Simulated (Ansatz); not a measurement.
Br on the 1x1 (111) surface of fcc Pt, one in a 2x2 cell: adsorption energies (eV for each) against ½ Br2(g) in Ansatz (plane waves, PAW). Structures relaxed with PBE; the other functionals are single points on them, with slab and gas at the same level. No dispersion, zero-point or thermal terms. Rows are starts at which the adsorbate stayed; left out, since it moved away, changed or didn't bind there, or the run didn't converge: bridge Pt-Pt (span 2.8 Å).

Set-up: 17 atoms, 6.9 Å thick at the start under the adsorbate (thin: gaps and levels are the slab's own); mesh 6x6x1; 0.1 eV smearing; dipole correction on; 8 atoms held, the rest relaxed; each run with such symmetry as its start has; no spin, no spin-orbit, no U, no dispersion correction.

| site | PBE | RPBE | r2SCAN |
|---|---|---|---|
| top Pt | -0.93 | -0.75 | -1.20 |
| hollow Pt-Pt-Pt over Pt at depth 2.3 Å | -1.02 | -0.75 | -1.28 |
| hollow Pt-Pt-Pt over Pt at depth 4.6 Å | -1.14 | -0.84 | -1.43 |

RPBE moves the energies by 0.25 eV on average against PBE and puts 'hollow Pt-Pt-Pt over Pt at depth 4.6 Å' lowest, as PBE does. r2SCAN moves the energies by -0.27 eV on average against PBE and puts 'hollow Pt-Pt-Pt over Pt at depth 4.6 Å' lowest, as PBE does.

Ansatz is a first-principles code.
